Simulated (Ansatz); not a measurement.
The reference is Zr in the hcp (Mg type) structure (space group P6_3/mmc, No. 194; a = 3.1825 Å, c = 5.1235 Å; relaxed with 0.1 eV smearing). Axes: x lies along a and z along c of the hexagonal cell.

Method: PBEsol (Ansatz, a program for electronic structure; PAW; 420 eV plane waves; no spin-orbit coupling).

One thing is altered: every lattice vector is shortened by 1.50 %, atoms relaxed at fixed cell.

### Question
Predict the stress tensor and what it implies for the stiffness.

### Answer
Stress of the strained cell less that of the base (GPa, compression positive):
```
    4.6     0.0     0.0
    0.0     4.6     0.0
    0.0     0.0     5.2
```

Then B = −ΔP/(ΔV/V₀) with ΔV/V₀ = -0.0443 gives secant stiffness values (nonlinear terms included at this strain): B (at held cell shape, above the free-shape value) ≈ 109 GPa.

As a check, the harmonic strain energy −½ V₀ Δσ:ε is 15 meV/atom; the computed energy rise is 15 meV/atom.

Stability against distortions was not tested. All final runs are without spin polarisation.
